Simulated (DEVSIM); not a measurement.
System: Ni/SiO2/p-Ge capacitor, at 300 K.

| layer (left to right) | material | thickness (nm) | Na (cm⁻³) |
|---|---|---|---|
| 1 | SiO2 | 0.990 | - |
| 2 | Ge | 5700 | 1.1e16 |

Metal gate on the left, work function 5.1 eV. Fixed charge at the semiconductor interface 6.4e11 cm⁻² (in units of +e); no interface traps.

Constants are typed, rounded textbook-type inputs, not results; the design itself was drawn at random and stands for no fabricated device. Values at 300 K.

```
parameter      SiO2       Ge
-------------  ----  -------
gap (eV)          9    0.664
affinity (eV)   0.9        4
permittivity    3.9       16
Nc (cm⁻³)         -  1.04e19
Nv (cm⁻³)         -     6e18
```

DEVSIM, 1D Poisson equation in equilibrium, Boltzmann statistics, complete ionisation; no quantum confinement or tunnelling. Metal contacts follow the ideal Schottky-Mott rule: no Fermi-level pinning, no interface dipoles.

Q: Give the band bending (positive: bands bend down) and minority sheet density.

A: 
```json
[
 {"Vg (V)": "0.35", "ψs (V)": "-0.155", "minority carriers (cm⁻²)": "< 1e8"},
 {"Vg (V)": "0.5", "ψs (V)": "-0.061", "minority carriers (cm⁻²)": "< 1e8"},
 {"Vg (V)": "0.65", "ψs (V)": "0.076", "minority carriers (cm⁻²)": "< 1e8"},
 {"Vg (V)": "0.8", "ψs (V)": "0.221", "minority carriers (cm⁻²)": "2.9e8"},
 {"Vg (V)": "0.95", "ψs (V)": "0.366", "minority carriers (cm⁻²)": "4.8e10"},
 {"Vg (V)": "1.1", "ψs (V)": "0.472", "minority carriers (cm⁻²)": "1.0e12"}
]
```
